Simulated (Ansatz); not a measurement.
LiSiN (model structure, started from the NaSnP type, P6₃mc, No. 186, 6 atoms in the cell) was calculated with G0W0@PBEsol+SOC in Ansatz (hard PAW, contour deformation, complete-basis limit, spin–orbit shift from PBEsol).

Settings: largest k mesh 12×12×2 (not extrapolated in the mesh).

Cell (relaxed with PBEsol):

LiNSi has the hexagonal space group P6₃mc (No. 186), Pearson symbol hP6. Lattice parameters: a = 2.816 Å, b = 2.816 Å, c = 9.224 Å, α = 90.00°, β = 90.00°, γ = 120.00°. Li on 2b is coordinated by 3 N at 2.218 Å (trigonal pyramidal). Si on 2a sees 3 N at 1.833 Å (trigonal pyramidal). N on 2b has 3 Si at 1.833 Å and 3 Li at 2.218 Å (octahedral). (Neighbours: up to the widest gap in distance over summed covalent radii, below 1.35, at either atom; cation-cation and far metal-metal contacts left out.)

**Question.** Estimate the band gap that the calculation returns.

**Answer.** 
band gap: 1.70 eV

Note: spin–orbit coupling enters as the shift of the gap found with a semilocal functional; the relaxation could raise the start's symmetry but not lower it, so the cell can be a saddle point.

Static lattice: no zero-point or thermal effects.

The result took very roughly 6 core-hours.

A model structure was made by putting elements into a prototype or built by hand; it is no filed structure, need not be a known phase, and can be a saddle point held by its symmetry.

Ansatz is a quantum-chemistry and plane-wave program.
